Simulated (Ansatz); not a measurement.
Consider Pt in the fcc (Cu type) structure (space group Fm-3m, No. 225; a = 3.940 Å). Axes: x, y, z lie along the cube axes.

Calculations: Ansatz (a first-principles code) r2SCAN, no spin-orbit coupling.

Before the change:

The shortest interatomic distance is 5.265 bohr.

Perturbation: uniaxial stress, 1 GPa tension along z; all other stress components relax to zero.

Task: What does the calculation give for the energy relative to the base after the change?

Result: The energy rises by 0.3 meV/atom.

Task: What happens to the shortest interatomic distance?

Result: The shortest interatomic distance falls by 0.016 bohr (5.265 bohr → 5.249 bohr).

Without a gap, meshes like the base's 20×20×20 leave anisotropic stresses uncertain by several tenths of a GPa, and small strain energies with them. Load acts through the strain it causes; cell and atoms are relaxed under it. Beyond what the load breaks, stability against distortions was not tested. All final runs are without spin polarisation.
